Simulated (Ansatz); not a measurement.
## WO3 (Pm-3m, No. 221, 4 atoms in the cell; start mp-19390; a measured phase of this formula has another space group)

All values below come from HSE06 (plane waves, PAW; Ansatz, an electronic-structure program).

Settings: plane-wave cutoff 460 eV, 6×6×6 k mesh, Fermi–Dirac smearing 0.01 eV, no spin polarisation, scalar-relativistic PAW data made under PBE.

Cell (relaxed with PBEsol):

```cif
data_O3W
_chemical_formula_sum 'W1 O3'
_space_group_name_H-M_alt 'P 1'
_space_group_IT_number 1
_cell_length_a 3.79961
_cell_length_b 3.79961
_cell_length_c 3.79961
_cell_angle_alpha 90.000
_cell_angle_beta 90.000
_cell_angle_gamma 90.000
loop_
_space_group_symop_operation_xyz
  'x, y, z'
loop_
_atom_site_label
_atom_site_type_symbol
_atom_site_fract_x
_atom_site_fract_y
_atom_site_fract_z
_atom_site_occupancy
W1 W 0.00000 0.00000 0.00000 1
O1 O 0.00000 0.00000 0.50000 1
O2 O 0.50000 0.00000 0.00000 1
O3 O 0.00000 0.50000 0.00000 1
```

| Property | Value |
|---|---|
| band gap | 1.72 eV (on the SCF k mesh) |
| smallest direct gap on the k points sampled | 2.82 eV |

Note: cell and atoms aren't relaxed at this level (pressure -3.4 GPa).

Spin–orbit coupling is not included.

The computed numbers hold no vibrational or temperature effects.

A start named mp-… is a Materials Project structure, which need not be a measured phase.
